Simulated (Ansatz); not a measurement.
Consider Pd in the fcc (Cu type) structure (space group Fm-3m, No. 225; relaxed with 0.1 eV smearing).

Space group Fm-3m (No. 225); a = b = c = 3.878 Å, α = β = γ = 90.00°

| atom | site | symmetry | x | y | z |
|---|---|---|---|---|---|
| Pd | 4a | m-3m | 0.0000 | 0.0000 | 0.0000 |
(The calculation used a cell of 1 atom; values per cell refer to that cell.)

Computed with PBEsol in Ansatz (plane waves to 420 eV, PAW, without spin-orbit coupling).

For the base:

| Property | Result |
|---|---|
| Pressure | 0.0 GPa |

It is then changed as follows: an isotropic linear strain of +4.35 %; the atoms relax in the strained cell.

**Question.** What does the calculation give for the energy relative to the base and pressure after the change?

**Answer.** The energy rises by 130 meV/atom; the pressure goes from zero to -18.2 GPa.

No phonon test of stability was made. The final runs are not spin-polarised. Pd lies near a magnetic instability that expansion can trigger; it was not tested.

Ansatz is a quantum-chemistry and plane-wave program.
